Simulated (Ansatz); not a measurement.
SnC (Imm2), PBE with spin-orbit coupling, rigid bands run with Ansatz (a program for electronic structure): Condition of this run: uniaxial stress along [110] of 7.5 GPa (compression positive) (the target of the relaxation). band gap 0.70 eV, N_c = 7.37e17 cm⁻³ and N_v = 1.26e19 cm⁻³ at 300 K, conductivity masses along z (a = (-0.04, 2.48, 2.55) Å; b = (2.48, -0.04, 2.55) Å; c = (2.44, 2.44, 0.00) Å) of 0.113 mₑ (electrons) and 0.597 mₑ (holes). Take k_BT = 0.02585 eV.

**Question.** What thermal injection velocity √(2k_BT/πm) limits a ballistic channel along the direction named?

**Answer.** 1.60e7 cm/s for electrons and 6.96e6 cm/s for holes, a ratio of √(m_h/m_e) = 2.30, for dilute carriers.

**Question.** A film of it is 8 nm thick, with its normal along the direction named. Estimate the confinement energies in an infinite well.

**Answer.** ħ²π²/(2m t²) = 0.376 eV·nm²/(m/mₑ × t²) gives 52.0 meV for electrons and 9.84 meV for holes, so the gap would widen to about 0.76 eV. Finite barriers and nonparabolic bands lower this, and with several valleys or bands the heaviest mass along the normal sets the lowest level, not this average.

**Question.** What built-in voltage has an abrupt junction with N_A = 1e16 and N_D = 1e17 cm⁻³, all dopants ionised?

**Answer.** V_bi = E_g/e − (k_BT/e) ln(N_c N_v/(N_A N_D)) = 0.70 − 0.02585 × 9.14 = 0.46 V. It follows the computed gap one for one.

Rigid, parabolic bands with the computed gap; masses take one relaxation time for all states. Geometry: cell and atoms relaxed with PBEsol.

Computed structure with no diffraction record at hand here (it may be known, metastable or hypothetical): SnC (Imm2).
